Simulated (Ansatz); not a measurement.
# Effect of uniaxial strain ε_zz = −1.50 % on TiAl

Take TiAl (space group P4/mmm, No. 123; a = 2.824 Å, c = 4.075 Å; relaxed with 0.1 eV smearing) as the base. Axes: x, y, z lie along a, b, c of the conventional cell.

Perturbation: the cell is compressed by 1.50 % along z with no lateral relaxation; the atoms relax in the strained cell.

Computed with PBE/PAW in Ansatz (a quantum-chemistry and plane-wave program), scalar-relativistic without spin-orbit coupling. Γ-centred 20×20×14 mesh, Fermi–Dirac width 0.1 eV.

The volume per atom shrinks by 0.24 Å³ (16.25 Å³ → 16.01 Å³) and the space group remains P4/mmm (No. 123). The energy grows by 2.0 meV/atom and the pressure (mean of the normal stresses, compression positive) goes from zero to 1.7 GPa. The band gap is still zero and the stress (xx, yy, zz, yz, xz, xy; compression positive) amounts to (1.3, 1.3, 2.6, 0.0, 0.0, 0.0) GPa.

Cost of the whole job for the changed cell (relaxation, final SCF and bands): roughly 18 core-seconds.

Whether these cells are dynamically stable was not tested. The final runs are not spin-polarised.
